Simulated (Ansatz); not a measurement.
The parent structure is TiAl (space group P4/mmm, No. 123; a = 2.8243 Å, c = 4.0708 Å).

All numbers come from Kohn–Sham DFT with the PBE functional, run in Ansatz (a first-principles code) with PAW and 420 eV plane waves, no spin-orbit coupling.

| level | lattice parameter a |
|---|---|
| PBE | 2.824 Å |

Measured: lattice parameter a 2.8263 Å (temperature not stated; as listed in Rajendra R. Zope, Y. Mishin, Phys. Rev. B (2003)).

Computed minus measured — lattice parameter a: PBE -0.1 %. Measured values not marked as corrected hold thermal and zero-point effects that the static-lattice runs lack.

Whether these cells are dynamically stable was not tested. The final runs are not spin-polarised.
